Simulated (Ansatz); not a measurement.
Functionals compared on a constructed model of the (100) surface of fcc Ni, ferromagnetic, a pseudomorphic layer of Al in the host's stacking (bottom of the slab: a bare face, its two planes held), in Ansatz (plane waves, PAW). The structure was relaxed with PBE; the other rows are single points on it. Cutoff 420 eV.

Model: 7-atom slab, 10.7 Å thick at the start, 15x15x1 mesh, Fermi-Dirac 0.1 eV, dipole correction, 2 atoms held, the rest relaxed; start symmetry kept, larger cells not searched; spin-polarised, ending with about 3.3 μB a cell; orders that need a larger cell were not tried, no spin-orbit, no U. It is one candidate, not shown to be the stable structure of the face. These notes are the PBE run's.

```
functional  work function of the top face (eV)  magnetic moment of the cell (μB)  rough cost of the single point
----------  ----------------------------------  --------------------------------  ------------------------------
PBE                                       4.56                              3.30                               –
RPBE                                (withheld)                              3.34        roughly 2.0 core-minutes
```

Some entries are withheld; supply them.


- RPBE, work function of the top face (eV): 4.49

Ansatz is a quantum-chemistry and plane-wave program.
